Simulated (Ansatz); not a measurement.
The parent structure is Nb in the bcc (W type) structure (space group Im-3m, No. 229; relaxed with 0.1 eV smearing).

```
Nb
1.0
   -1.65574     1.65574     1.65574
    1.65574    -1.65574     1.65574
    1.65574     1.65574    -1.65574
Nb
1
Cartesian
  0.00000   0.00000   0.00000
```

The values are results of DFT with PBE, PAW potentials and a 420 eV plane-wave cutoff in Ansatz (a quantum-chemistry and plane-wave program), without spin-orbit coupling, not measurements.

Base values:

| Quantity | Value |
|---|---|
| Pressure | 0.0 GPa |

Now apply this change: an isotropic linear strain of −1.50 %; the atoms relax in the strained cell.

Q: How does this affect the energy relative to the base?

A: The energy increases by 20 meV/atom.

Q: What does the calculation give for the pressure after the change?

A: The pressure goes from zero to 8.3 GPa.

Whether these cells are dynamically stable was not tested. The final runs are not spin-polarised.
